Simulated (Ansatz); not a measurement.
Here is the system:

End structure of the (0001) surface of hcp Co, ferromagnetic, one row in 4 of the top plane missing (bottom of the slab: a bare face, its two planes held):

```yaml
crystal:
  lattice:
    - [2.49292, 0.00000, 0.00000]
    - [-4.98583, 8.63572, 0.00000]
    - [0.00000, 0.00000, 26.50000]
  atoms:
    - { symbol: Co, position: [0.66667, 0.08333, 0.30978] }
    - { symbol: Co, position: [0.66667, 0.33333, 0.30978] }
    - { symbol: Co, position: [0.66667, 0.58333, 0.30978] }
    - { symbol: Co, position: [0.66667, 0.83333, 0.30978] }
    - { symbol: Co, position: [0.33333, 0.16667, 0.38587] }
    - { symbol: Co, position: [0.33333, 0.41667, 0.38587] }
    - { symbol: Co, position: [0.33333, 0.66667, 0.38587] }
    - { symbol: Co, position: [0.33333, 0.91667, 0.38587] }
    - { symbol: Co, position: [0.66779, 0.08389, 0.46291] }
    - { symbol: Co, position: [0.66582, 0.33289, 0.46270] }
    - { symbol: Co, position: [0.66593, 0.58295, 0.46255] }
    - { symbol: Co, position: [0.66804, 0.83402, 0.46281] }
    - { symbol: Co, position: [0.32944, 0.16467, 0.53903] }
    - { symbol: Co, position: [0.33222, 0.41604, 0.53829] }
    - { symbol: Co, position: [0.33432, 0.66710, 0.53748] }
    - { symbol: Co, position: [0.33604, 0.91797, 0.53885] }
    - { symbol: Co, position: [0.67328, 0.08661, 0.61741] }
    - { symbol: Co, position: [0.65846, 0.32919, 0.61501] }
    - { symbol: Co, position: [0.66492, 0.58242, 0.61398] }
    - { symbol: Co, position: [0.66574, 0.83283, 0.61438] }
    - { symbol: Co, position: [0.34241, 0.42117, 0.68633] }
    - { symbol: Co, position: [0.33046, 0.66519, 0.68777] }
    - { symbol: Co, position: [0.31960, 0.90975, 0.68737] }
```

Set-up: 23 atoms, 10.1 Å thick at the start with caps and adatoms (thin: gaps and levels are the slab's own); mesh 17x5x1; 0.1 eV smearing; dipole correction on; 8 atoms held, the rest relaxed; held to the part of the start's symmetry that mesh and held atoms allow; spin-polarised, ending with about 38.4 μB a cell; orders that need a larger cell were not tried, no spin-orbit, no U. In PBE it is, or lies within 0.01 eV a 1x1 cell of, the lowest of the 2 structures of its composition computed so far; subsurface sites and larger cells were not tried.

Task: What is the computed work function of the top face (PBE (Ansatz, an electronic-structure program))?

Result: 4.50 eV
